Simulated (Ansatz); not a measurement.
## EuO under a change: Nd on a Eu site, symmetric start

Take a 16-atom supercell of EuO in the rock salt structure (space group Fm-3m, No. 225; a = 4.9655 Å; ferromagnetic) at its relaxed geometry as the base.

It is then changed as follows: a neutral Nd on a Eu site, symmetric start, atoms relaxed at fixed cell.

Level of theory: PBEsol (Ansatz, a program for electronic structure, PAW, scalar-relativistic without spin-orbit coupling). Settings: 6×6×6 k-points, 0.05 eV Fermi–Dirac smearing.

| quantity | base | changed | shift |
|---|---|---|---|
| pressure | 0.0 GPa | -0.1 GPa | -0.1 GPa |
| energy gained by relaxation | – | 0.01 eV | – |
| largest displacement of a host atom from its site in the perfect cell | – | 0.02 Å | – |

Final structure:

```yaml
crystal:
  lattice:
    - [0.00000, 4.96550, 4.96550]
    - [4.96550, 0.00000, 4.96550]
    - [4.96550, 4.96550, 0.00000]
  atoms:
    - { symbol: O, position: [0.00000, 0.00000, 0.00000] }
    - { symbol: O, position: [0.00194, 0.00194, 0.49806] }
    - { symbol: O, position: [0.00194, 0.49806, 0.00194] }
    - { symbol: O, position: [0.00194, 0.49806, 0.49806] }
    - { symbol: O, position: [0.49806, 0.00194, 0.00194] }
    - { symbol: O, position: [0.49806, 0.00194, 0.49806] }
    - { symbol: O, position: [0.49806, 0.49806, 0.00194] }
    - { symbol: O, position: [0.50000, 0.50000, 0.50000] }
    - { symbol: Nd, position: [0.25000, 0.25000, 0.25000] }
    - { symbol: Eu, position: [0.25000, 0.25000, 0.75000] }
    - { symbol: Eu, position: [0.25000, 0.75000, 0.25000] }
    - { symbol: Eu, position: [0.25000, 0.75000, 0.75000] }
    - { symbol: Eu, position: [0.75000, 0.25000, 0.25000] }
    - { symbol: Eu, position: [0.75000, 0.25000, 0.75000] }
    - { symbol: Eu, position: [0.75000, 0.75000, 0.25000] }
    - { symbol: Eu, position: [0.75000, 0.75000, 0.75000] }
```

Other magnetic orders, which the real material may have, were not ruled out. Open 4f shells without U are poorly described, and the f state was not checked. In so small a cell the defect repeats every few ångströms: this is an ordered compound, not a dilute defect. The defect started on the symmetric site and kept its symmetry, so it may sit on a saddle. No Hubbard U is applied, and correlation can decide whether such a compound is a metal. The defect cell is spin-polarised and ends with 51.9 μB.
